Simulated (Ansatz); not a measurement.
The reference is Ga$_{2}$O$_{3}$ (space group R-3m, No. 166; a = 2.988 Å, c = 22.852 Å (hexagonal axes); a hypothetical phase, not in the database extracts checked).

One thing is altered: an isotropic linear strain of −1.91 %, atoms relaxed at fixed cell.

Levels (all Ansatz, a quantum-chemistry and plane-wave program, PAW): PBEsol (420 eV, scalar-relativistic without spin-orbit coupling); r2SCAN (500 eV, scalar-relativistic without spin-orbit coupling); HSE06 (420 eV, without spin-orbit coupling).

One geometry, relaxed with PBEsol, under each level:

| level | band gap | lowest conduction level above the VBM at special points | pressure |
|---|---|---|---|
| PBEsol | 3.11 eV | Γ 3.11 eV; T 3.73 eV; L 4.87 eV; F 4.93 eV | 6.00 GPa |
| r2SCAN | 3.79 eV | Γ 3.79 eV; T 4.40 eV; L 5.67 eV; F 5.73 eV | 4.66 GPa |
| HSE06 | ? | ? | – |

Q: Give the withheld HSE06 results.

A: 
- HSE06, band gap: 4.85 eV
- HSE06, lowest conduction level above the VBM at special points: Γ 4.85 eV; T 5.45 eV; L 6.81 eV

Single points use the geometry relaxed with PBEsol. Their cutoffs differ, which shifts pressures a little. The hybrid gap comes from the SCF mesh plus the semilocal run's edge points and a few special points and is an upper bound. Stability against distortions was not tested.
